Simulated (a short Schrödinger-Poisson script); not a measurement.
Structure: symmetric double-gate stack, SiO2 on p-type Si(100), at 77 K.

```csv
layer,material,thickness (nm),Na (cm⁻³)
1,SiO2,2.1,-
2,Si,14,1e17
3,SiO2,2.1,-
```

Constants are typed, rounded textbook-type inputs, not results; the design itself was drawn at random and stands for no fabricated device. SiO2: permittivity 3.9, conduction-band edge (eV) 3.15, gap (eV) 9, electron mass (mₑ) 0.5. Si: permittivity 11.7, conduction-band edge (eV) 0, gap (eV) 1.124, Nv at 300 K (cm⁻³) 3.1e19.

Channel valleys (confinement mass, in-plane density-of-states mass, number): Δ2 0.916, 0.19, 2; Δ4 0.19, 0.417, 4. At the gates, both at one voltage, the conduction-band edge of layer 1 lies 3.61 eV − eVg above the Fermi level of the channel. Gaps are held at their typed values at every temperature. Mesh 0.03 nm at interfaces.

Solved with a short Schrödinger-Poisson script written for these runs: 1D Poisson equation in equilibrium, electrons classical, Boltzmann, parabolic valleys, classical holes, full ionisation, no traps, pinning or gate leakage.

The same stack at other levels of the model or other numerical settings:

```csv
run,sheet density of all electrons at Vg = 1.9 V (cm⁻²),sheet density of all electrons at Vg = 0.7 V (cm⁻²),capacitance of both gates at Vg = 1.9 V (μF/cm²),rough cost against the base
base,2.85e13,4.39e12,3.25,about 1
"electrons treated as classical, Fermi-Dirac",(withheld),4.19e12,(withheld),3
"electrons treated as quantum, Hartree",2.35e13,3.36e12,2.78,40
mesh six times as coarse,2.80e13,4.34e12,(withheld),about 1
```

Fill in the missing entries.


- electrons treated as classical, Fermi-Dirac, sheet density of all electrons at Vg = 1.9 V (cm⁻²): 2.66e13
- electrons treated as classical, Fermi-Dirac, capacitance of both gates at Vg = 1.9 V (μF/cm²): 3.02
- mesh six times as coarse, capacitance of both gates at Vg = 1.9 V (μF/cm²): 3.18

The classical rows ignore confinement, and Boltzmann statistics overrate the density once the band edge passes the Fermi level.
